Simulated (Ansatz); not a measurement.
Take AlN in the zinc blende structure (space group F-43m, No. 216; a = 4.3777 Å) as the base. Axes: x, y, z lie along the cube axes.

Computed with Ansatz (a quantum-chemistry and plane-wave program) PBEsol, no spin-orbit coupling.

For the base:

```
Item        Value
--------  -------
Band gap  3.19 eV
```

Now apply this change: biaxial strain −2.50 %, plane normal [111], relaxed out of plane (Cartesian); in-plane vectors clamped, the third vector and the atoms free.

### Question
Estimate the effect on the in-plane stress.

### Answer
The mean in-plane stress (compression positive) is +13.4 GPa.

### Question
What happens to the band gap?

### Answer
The band gap drops by 0.12 eV to 3.07 eV.

### Question
Predict the new out-of-plane strain.

### Answer
The out-of-plane strain amounts to +0.94 %.

### Question
Predict the new energy relative to the base.

### Answer
The energy grows by 21 meV/atom.

Whether these cells are dynamically stable was not tested. This is not the structure that AlN has at room temperature and ambient pressure.
